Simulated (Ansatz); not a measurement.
Antifluorite Be₂C

These are HSE06 (Ansatz, a program for electronic structure, PAW) values and carry that method's errors.

Settings: plane-wave cutoff 520 eV, 10×10×10 k mesh, scalar-relativistic PAW data made under PBE.

Cell: measured lattice: a = 4.340 Å, b = 4.340 Å, c = 4.340 Å, α = 90.00°, β = 90.00°, γ = 90.00°.

* **elastic constant C11**: 583 GPa
* **elastic constant C12**: 2.76 GPa
* **elastic constant C44**: 203 GPa
* **Voigt–Reuss–Hill bulk modulus**: 196 GPa
* **polycrystal shear modulus (Hill average)**: 234 GPa
* **Young modulus**: 503 GPa
* **Poisson ratio**: 0.073

Note: the cell isn't this level's own, so it is under some stress, which shifts stiffness and frequencies.

Elastic constants are with the ions relaxed.
